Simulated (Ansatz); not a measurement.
Amorphous Al28O43Zn, 72 atoms at 3.18 g/cm³, one PBE-relaxed geometry, zone centre. Methods: PBE, scalar-relativistic without spin-orbit coupling (Ansatz, a quantum-chemistry and plane-wave program); r2SCAN, scalar-relativistic without spin-orbit coupling (Ansatz); HSE06, scalar-relativistic without spin-orbit coupling (Ansatz). Plane waves to 420 eV (r2SCAN 500 eV); exact exchange is cut at the cell's faces. At PBE the levels at the filled edge of the gap are localised (band-tail or defect states), and the nearest spread-out levels lie 3.7 eV apart at the zone centre. All rungs ran without spin polarisation.

The cell was made by melting and quenching with the CHGNet potential and then relaxed with DFT. O atoms were pushed apart under 1.9 Å during the dynamics, to hinder bonds among them. The hot cell started wider than the set density and was brought back towards it in steps. It is the lowest in DFT energy of 2 quenches. It is a model cell: composition and starting density were chosen by hand, and all elements were melted together. No dispersion term was used. Its density started from a set value of 3.17 and ended at 3.18 g/cm³. The simulated quench (nominally 340 K/ps over its main leg) is rapid and tends to freeze in more defects than a deposited or slowly cooled glass has. Values belong to this one cell and scatter from quench to quench. Volume and shape were free in the relaxation.

The relaxation ran on the zone centre alone. At PBE the level gap is 3.27 eV on a 2×2×2 Γ-centred mesh, and the spacing at the zone centre alone 3.30 eV.

Problem. What zone-centre spacing does r2SCAN give, roughly?

Solution. 3.91 eV (+0.61 eV against PBE).

Problem. What zone-centre spacing does HSE06 give, roughly?

Solution. 5.00 eV (+1.70 eV against PBE).

The highest filled and the lowest empty state spread over these numbers of atoms (participation numbers): PBE: 5.3 and 52.1; r2SCAN: 5.3 and 48.0; HSE06: 5.4 and 51.6.
